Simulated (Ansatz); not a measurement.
Hypothetical simple cubic Pt, pressure series

Take Pt in the simple cubic structure (space group Pm-3m, No. 221; a = 2.587 Å; a hypothetical phase, not in the database extracts checked) as the base.

Cell and atoms are relaxed at each pressure.

Level of theory: Ansatz (an electronic-structure program), PBEsol, PAW, cutoff 420 eV, no spin-orbit coupling.

Notes on the quantities. enthalpy: H = E + PV relative to the base's energy.

```
variant           volume per atom       enthalpy
----------------  ---------------  -------------
base                     17.32 Å³              –
pressure −2 GPa          17.48 Å³  -0.22 eV/atom
pressure −1 GPa          17.40 Å³  -0.11 eV/atom
pressure 0.3 GPa         17.29 Å³  +0.03 eV/atom
pressure 0.7 GPa                ?  +0.08 eV/atom
pressure 1.5 GPa                ?  +0.16 eV/atom
pressure 3 GPa           17.09 Å³  +0.32 eV/atom
pressure 5 GPa           16.94 Å³  +0.53 eV/atom
pressure 7.5 GPa                ?  +0.80 eV/atom
pressure 10 GPa          16.62 Å³  +1.06 eV/atom
```

Task: Fill in the withheld entries from the trend.

Result: 
- pressure 0.7 GPa, volume per atom: 17.26 Å³
- pressure 1.5 GPa, volume per atom: 17.20 Å³
- pressure 7.5 GPa, volume per atom: 16.78 Å³

Load acts through the strain it causes; cell and atoms are relaxed under it. No phonon test of stability was made. Competing high-pressure phases were not computed. All final runs are without spin polarisation.
